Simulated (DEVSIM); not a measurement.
Structure: Mo/HfO2/SiO2/p-Si capacitor, at 300 K.

Layer 1 from the left is HfO2, thickness (nm) 15.0. Layer 2 from the left is SiO2, thickness (nm) 0.880. Layer 3 from the left is Si, thickness (nm) 390, Na (cm⁻³) 2.2e18.

Metal gate on the left, work function 4.6 eV. Fixed charge at the semiconductor interface 1.7e11 cm⁻² (in units of +e); no interface traps.

This is a model device: material constants are rounded textbook-type values typed into the input, and sizes, dopings and lifetimes were drawn at random. Values at 300 K.

HfO2: gap (eV) 5.7, affinity (eV) 2.5, permittivity 22. SiO2: gap (eV) 9, affinity (eV) 0.9, permittivity 3.9. Si: gap (eV) 1.124, affinity (eV) 4.05, permittivity 11.7, Nc (cm⁻³) 2.86e19, Nv (cm⁻³) 3.1e19.

Model (solved in DEVSIM): 1D Poisson equation in equilibrium, Boltzmann statistics, complete ionisation; no quantum confinement or tunnelling. Metal contacts follow the ideal Schottky-Mott rule: no Fermi-level pinning, no interface dipoles.

What does the simulation give for the flat-band voltage, the minimum of the low-frequency capacitance?

flat-band voltage -0.53 V; minimum of the low-frequency capacitance 0.320 μF/cm².
